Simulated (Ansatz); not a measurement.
## What x(Ga) = 0.5, 8 atoms, Cmmm does to Cu3N

Consider Cu$_{3}$N (space group Pm-3m, No. 221; a = 3.765 Å).

The other end (x = 1) is Ga3N (space group Pm-3m, No. 221; a hypothetical phase, not in the database extracts checked): 19.65 Å³/atom, gap zero; this end may not be an ambient phase.

One thing is altered: Ga replaces 50.0 % of the Cu, ordered in a cell of 8 atoms (starting symmetry Cmmm) and fully relaxed.

Method: DFT with PBEsol, PAW potentials and a 420 eV plane-wave cutoff in Ansatz (a first-principles code), without spin-orbit coupling. Γ-centred 8×8×14 mesh, Fermi–Dirac width 0.05 eV, for the changed cell.

```json
[
 {"quantity": "volume per atom", "base": "13.34 Å³", "changed": "15.22 Å³", "shift": "+1.874 Å³"},
 {"quantity": "density", "base": "6.37 g/cm³", "changed": "5.84 g/cm³", "shift": "-0.53 g/cm³"},
 {"quantity": "band gap", "base": "zero", "changed": "zero", "shift": "–"},
 {"quantity": "mixing energy (to 0.01 eV only: unlike meshes or grids) (against an end that may be hypothetical)", "base": "–", "changed": "-0.24 eV/atom", "shift": "–"},
 {"quantity": "deviation of the volume from the linear (Vegard-type) interpolation", "base": "–", "changed": "-7.8 %", "shift": "–"}
]
```

Cost of the whole job for the changed cell (relaxation, final SCF and bands): very roughly 11 core-minutes.

These are small ordered cells, not random alloys; other orderings at the same x differ. Whether these cells are dynamically stable was not tested. The final runs are not spin-polarised. Under x(Ga) = 0.5, 8 atoms, Cmmm the cell changed shape so far that it is another structure. Gaps under 0.05 eV, about the width of the smearing, are given as zero. A zero or small gap of Cu3N can be the functional's error rather than a property of the material.
